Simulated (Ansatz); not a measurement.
Cubic perovskite BaZrO₃, treated with r²SCAN in Ansatz (plane waves, PAW).

Numerical settings: plane-wave cutoff 560 eV, 8×8×8 k mesh, Fermi–Dirac smearing 0.01 eV, scalar-relativistic PAW data made under PBE.

Energies at three volumes about the minimum:

```csv
V (Å³/atom),E − E_lowest (meV/atom)
14.574,3.15
14.871,0.00
15.168,2.91
```

### Question
Fit a parabola by hand: where is the minimum, what lattice constant follows, and what is the bulk modulus?

### Answer
Slopes: (0.00 − 3.15)/(14.871 − 14.574) = -10.606 and (2.91 − 0.00)/(15.168 − 14.871) = 9.798 meV/Å³. Curvature E″ = 2 × (9.798 − (-10.606))/(15.168 − 14.574) = 68.700 meV/Å⁶. From the middle of the first interval, the slope vanishes at V0 = 14.7225 − (-10.606)/68.700 = 14.877 Å³/atom. B = V0 E″ = 14.877 × 68.700 meV/Å³ × 0.1602 GPa per meV/Å³ = 164 GPa. With 5 atoms in the cube, a = (5 × 14.877)^(1/3) = 4.206 Å. The full Birch–Murnaghan fit to all volumes gives V0 = 14.871 Å³/atom and B0 = 163 GPa.

Measured, for comparison: bulk modulus 189 GPa (temperature not stated, no zero-point or thermal correction; as tabulated in Sepliarsky et al. (2023), arXiv:2212.03924); lattice constant a 4.191 Å (temperature not stated, no zero-point or thermal correction; as tabulated in Evaestov et al. (2010), arXiv:1010.1170). Computed (rounded) less measured: bulk modulus -14 %.

Ansatz is a quantum-chemistry and plane-wave program.
